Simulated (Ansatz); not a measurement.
Consider Fe in the bcc (W type) structure (space group Im-3m, No. 229; ferromagnetic).

```cif
data_Fe
_chemical_formula_sum 'Fe1'
_space_group_name_H-M_alt 'P 1'
_space_group_IT_number 1
_cell_length_a 2.45224
_cell_length_b 2.45224
_cell_length_c 2.45224
_cell_angle_alpha 109.471
_cell_angle_beta 109.471
_cell_angle_gamma 109.471
loop_
_space_group_symop_operation_xyz
  'x, y, z'
loop_
_atom_site_label
_atom_site_type_symbol
_atom_site_fract_x
_atom_site_fract_y
_atom_site_fract_z
_atom_site_occupancy
Fe1 Fe 0.00000 0.00000 0.00000 1
```

Method: PBE, PAW, 420 eV (Ansatz, a first-principles code; without spin-orbit coupling), earlier PAW set.

One change was made to it. Results:

The lattice parameter a shrinks by 0.063 Å (2.832 Å → 2.769 Å); the largest site moment falls by 0.14 μB (2.22 μB → 2.08 μB); the magnetic state is still ferromagnetic.

Task: Which of these changes matches the shifts?
A. pressure 15 GPa
B. pressure −1 GPa
C. pressure 0.9 GPa

Result: A, pressure 15 GPa. For comparison, the lattice parameter a in the other runs: pressure −1 GPa gives 2.836 Å; pressure 0.9 GPa gives 2.827 Å.

The magnetic state is the one reached from the starting moments; the real material's order can differ, and small cells can't hold many antiferromagnetic ones. Load acts through the strain it causes; cell and atoms are relaxed under it. Stability against distortions was not tested. Measured, Fe leaves this structure (for hcp) near 13 GPa (room temperature; as listed in N. A. Zarkevich, D. D. Johnson, Physical Review B (2015)), on rising pressure, with hysteresis.
